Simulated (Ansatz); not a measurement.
```
CELL_PARAMETERS angstrom
     21.50000     0.00000     0.00000
      0.00000    21.50000     0.00000
      0.00000     0.00000     5.56408
ATOMIC_POSITIONS crystal
  B  0.73629 0.50000 0.66670
  P  0.73121 0.57513 0.83330
  P  0.74311 0.50000 0.33330
  B  0.69116 0.63889 0.66670
  P  0.64290 0.69668 0.83330
  B  0.72472 0.57302 0.16670
  P  0.69668 0.64290 0.33330
  B  0.57302 0.72472 0.66670
  P  0.50000 0.74311 0.83330
  B  0.63889 0.69116 0.16670
  P  0.57513 0.73121 0.33330
  B  0.42698 0.72472 0.66670
  P  0.35710 0.69668 0.83330
  B  0.50000 0.73629 0.16670
  P  0.42487 0.73121 0.33330
  B  0.30884 0.63889 0.66670
  P  0.26879 0.57513 0.83330
  B  0.36111 0.69116 0.16670
  P  0.30332 0.64290 0.33330
  B  0.26371 0.50000 0.66670
  P  0.26879 0.42487 0.83330
  B  0.27528 0.57302 0.16670
  P  0.25689 0.50000 0.33330
  B  0.30884 0.36111 0.66670
  P  0.35710 0.30332 0.83330
  B  0.27528 0.42698 0.16670
  P  0.30332 0.35710 0.33330
  B  0.42698 0.27528 0.66670
  P  0.50000 0.25689 0.83330
  B  0.36111 0.30884 0.16670
  P  0.42487 0.26879 0.33330
  B  0.57302 0.27528 0.66670
  P  0.64290 0.30332 0.83330
  B  0.50000 0.26371 0.16670
  P  0.57513 0.26879 0.33330
  B  0.69116 0.36111 0.66670
  P  0.73121 0.42487 0.83330
  B  0.63889 0.30884 0.16670
  P  0.69668 0.35710 0.33330
  B  0.72472 0.42698 0.16670
```

All values below come from PBE (plane waves to 420 eV, PAW; Ansatz, an electronic-structure program). Mesh 1×1×6. No spin polarisation. Isolated but for its images some 11 Å away. A hypothetical model, rolled from the flat sheet. Symmetry and one short period hold its shape; lower forms weren't sought.

**Question.** Tabulate the two highest filled and two lowest empty levels along the axis, from the valence top.

**Answer.** 
```json
[
 {"k (2π/c)": "0.000", "v2 (eV)": "0.00", "v1 (eV)": "0.00", "c1 (eV)": "0.76", "c2 (eV)": "1.03"},
 {"k (2π/c)": "0.042", "v2 (eV)": "-0.04", "v1 (eV)": "-0.04", "c1 (eV)": "0.80", "c2 (eV)": "1.07"},
 {"k (2π/c)": "0.083", "v2 (eV)": "-0.15", "v1 (eV)": "-0.15", "c1 (eV)": "0.90", "c2 (eV)": "1.18"},
 {"k (2π/c)": "0.125", "v2 (eV)": "-0.22", "v1 (eV)": "-0.22", "c1 (eV)": "1.04", "c2 (eV)": "1.34"},
 {"k (2π/c)": "0.167", "v2 (eV)": "-0.29", "v1 (eV)": "-0.29", "c1 (eV)": "1.20", "c2 (eV)": "1.53"},
 {"k (2π/c)": "0.208", "v2 (eV)": "-0.37", "v1 (eV)": "-0.37", "c1 (eV)": "1.38", "c2 (eV)": "1.61"},
 {"k (2π/c)": "0.250", "v2 (eV)": "-0.47", "v1 (eV)": "-0.47", "c1 (eV)": "1.56", "c2 (eV)": "1.67"},
 {"k (2π/c)": "0.292", "v2 (eV)": "-0.58", "v1 (eV)": "-0.58", "c1 (eV)": "1.73", "c2 (eV)": "1.73"},
 {"k (2π/c)": "0.333", "v2 (eV)": "-0.70", "v1 (eV)": "-0.70", "c1 (eV)": "1.81", "c2 (eV)": "1.81"},
 {"k (2π/c)": "0.375", "v2 (eV)": "-0.81", "v1 (eV)": "-0.81", "c1 (eV)": "1.84", "c2 (eV)": "1.84"},
 {"k (2π/c)": "0.417", "v2 (eV)": "-0.79", "v1 (eV)": "-0.79", "c1 (eV)": "1.78", "c2 (eV)": "1.78"},
 {"k (2π/c)": "0.458", "v2 (eV)": "-0.78", "v1 (eV)": "-0.78", "c1 (eV)": "1.75", "c2 (eV)": "1.75"},
 {"k (2π/c)": "0.500", "v2 (eV)": "-0.77", "v1 (eV)": "-0.77", "c1 (eV)": "1.74", "c2 (eV)": "1.74"}
]
```
